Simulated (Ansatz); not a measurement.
Base system: MgS in the rock salt structure (space group Fm-3m, No. 225).

```xyz
2
Lattice="0.0000 2.5646 2.5646 2.5646 0.0000 2.5646 2.5646 2.5646 0.0000" Properties=species:S:1:pos:R:3 pbc="T T T"
Mg     0.0000     0.0000     0.0000
S      2.5646     2.5646     2.5646
```

Cartesian axes are those of the cell as printed.

Calculations: LDA, PAW, 420 eV (Ansatz, a quantum-chemistry and plane-wave program; no spin-orbit coupling).

Before the change:

The valence-band top at Γ comes out as 0.00, 0.00, 0.00 eV.

Modification: the cell is compressed by 1.50 % along z with no lateral relaxation, atoms relaxed at fixed cell.

Question: Predict the new stress, energy relative to the base and valence-band top at Γ.

Answer: The stress (xx, yy, zz, yz, xz, xy; compression positive) is (0.66, 0.66, 2.68, 0.00, 0.00, 0.00) GPa; the energy rises by 2.1 meV/atom; the valence-band top at Γ (three highest levels, from the VBM) goes from 0.00, 0.00, 0.00 eV to 0.00, 0.00, -0.07 eV.

The levels and masses belong to the bands next to the band gap. The cells carry an imposed strain or load. No phonon test of stability was made.
